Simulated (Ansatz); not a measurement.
Base system: C in the graphite type structure (space group P6_3/mmc, No. 194; layered, stacked along the Cartesian z axis).

```
C
1.0
    2.45828     0.00000     0.00000
   -1.22914     2.12894     0.00000
    0.00000     0.00000     6.56476
C
4
Direct
  0.00000   0.00000   0.25000
  0.00000   0.00000   0.75000
  0.33333   0.66667   0.25000
  0.66667   0.33333   0.75000
```

All numbers come from PBEsol-D3(BJ) (Ansatz, a first-principles code, PAW, without spin-orbit coupling).

Before the change:

| Quantity | Result |
|---|---|
| Band gap | zero |

Perturbation: a free-standing slab of 1 layer (2 atoms, 2 a layer) is cut normal to the stacking axis, with 15 Å of vacuum and the in-plane cell relaxed.

Q: What does the calculation give for the excess energy per area of both faces after the change?

A: The excess energy per area of both faces (slab less bulk energy over the cell's area: twice a surface energy) comes out as 0.4 J/m² (uncertain by up to 0.06 J/m²).

Q: Predict the new band gap.

A: The band gap is still zero.

Slab and bulk use different k-meshes, which limits the precision of the excess energy. Stability against distortions was not tested.
